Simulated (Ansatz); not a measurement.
Cell and atoms of amorphous Si24O49H2:

```xyz
75
Lattice="10.0411 0.0147 -0.0218 0.0147 9.9537 0.1640 -0.0218 0.1640 10.9049" Properties=species:S:1:pos:R:3 pbc="T T T"
Si     3.9715     1.5032    10.8572
Si     1.6513     5.8069    10.2859
Si     9.6513     5.8881     6.5093
Si     6.6534     0.9127     0.6550
Si     2.9136     2.1817     6.0774
Si     6.0855     6.1291     0.2278
Si     0.9527     3.7043     7.9536
Si     4.0672     6.9970     8.9081
Si     0.9385     3.7353     1.3398
Si     7.0214     6.5380     4.9408
Si     7.4924     9.3296     5.8219
Si     0.9005     7.4916     2.8518
Si     2.7080     9.0323     7.1501
Si     9.2409     9.6719     3.2323
Si     2.4167     6.5567     5.2266
Si     9.2183     9.8325    10.8784
Si     1.3613     1.7586     3.4611
Si     5.3037     3.3769     1.6386
Si     3.0808     9.3731     2.2719
Si     4.7306     4.3612     4.7093
Si     5.7699     8.1804     2.4421
Si     1.2618     1.7461     9.9903
Si     9.6067     8.5931     7.9955
Si     9.2348     5.9179     0.7717
O      1.8634     6.5381     3.7019
O      1.0008     2.4274     0.4195
O      4.9544     3.9290     3.1353
O      7.7162     6.2632     0.3341
O      8.9900     8.8867     9.5235
O      7.9538     9.6645     4.2519
O      3.9502     5.9011     7.7042
O      1.1701     6.0386     6.1201
O      2.8622     6.8276    10.0102
O      5.3708     7.1542     1.2548
O      0.1984     8.5360     3.8956
O      4.2970     2.9354     5.4927
O      6.1177     5.1693     5.1431
O      3.9970     2.6159     0.9895
O      1.3868     3.2610     2.8177
O      2.8090     8.0519     5.8101
O      9.8956     1.2004     3.1895
O      6.2786     0.3915     6.0675
O      9.3439     7.0025     7.6665
O      6.5114     2.2393     1.6380
O      8.7629     9.4395     6.8619
O      0.4463     2.3437     8.7122
O      9.7482     6.6911     2.1050
O      0.1829     6.5038    10.4763
O      1.6974     2.0229     5.0122
O      9.4479     4.3343     1.1514
O      3.6059     9.9099     0.8472
O      6.4759     9.5082     1.7443
O      2.8734     1.7439     9.6757
O      0.6978     0.2996    10.4186
O      1.9847     4.8704     0.7945
O      9.6988     4.3621     7.1557
O      5.5123     6.7495     9.6584
O      4.3466     8.6997     3.0919
O      8.0364     1.0307    10.7264
O      9.1714     9.2582     1.6046
O      3.5829     5.4434     5.0470
O      3.1141     0.6517     6.6651
O      1.5475     4.7475     9.0576
O      6.6875     7.2383     3.4600
O      2.4761     0.6903     2.9388
O      1.9122     8.3116     1.8721
O      6.8192     7.8232     5.9434
O      8.5722     6.0114     5.2649
O      5.6944     4.5980     0.6270
O      3.8287     8.4689     8.2260
O      5.5057     1.2542    10.3658
O      1.1738     8.9506     7.7998
O      2.3056     3.2833     7.1300
H      6.3775     1.3437     5.9305
H      3.5800     5.0219     7.8862
```

Computed with PBE, scalar-relativistic without spin-orbit coupling (plane waves to 420 eV, PAW; Ansatz, a program for electronic structure).

The cell was made by melting and quenching with the CHGNet potential and then relaxed with DFT. O atoms were pushed apart under 1.9 Å during the dynamics, to hinder bonds among them. The hot cell started wider than the set density and was brought back towards it in steps. It is the lowest in DFT energy of 2 quenches. It is a model cell: composition and starting density were chosen by hand, and all elements were melted together. No dispersion term was used. Its density started from a set value of 2.23 and ended at 2.23 g/cm³. Cooling (nominally 200 K/ps over its main leg) ran many orders faster than in experiment, which tends to leave more defects and strain. A cell of this size samples the disorder only roughly. The volume was held where the preparation left it and the shape relaxed, at a PBE pressure of -0.9 GPa (tension). Stress components on the final sampling reach 0.9 GPa.

Bonds are counted up to Si-Si 2.60 Å, Si-O 1.90 Å, Si-H 1.70 Å, O-O 1.58 Å, O-H 1.16 Å, H-H 0.90 Å. Two cations that share two anions don't count as bonded, nor two that share one unless they lie closer than Si-Si 2.38 Å.

Question: Give the coordination numbers, mean bond lengths and angles.

Answer: 
```yaml
Mean coordination of Si by anions: 4.00 (24 with 4)
Mean coordination of O: 2.00 (49 with 2)
Mean coordination of H: 1.00 (2 with 1)
Mean Si-O bond: 1.640 Å (spread 0.019 Å, 96 counted)
Mean O-H bond: 0.969 Å (spread 0.002 Å, 2 counted)
Bond angle at Si: mean 109.5°, spread 5.3°
Bond angle at O: mean 139.4°, spread 15.0°
```

Question: List the pairs of like atoms that count as bonded by the rules above.

Answer: There are none by these rules.
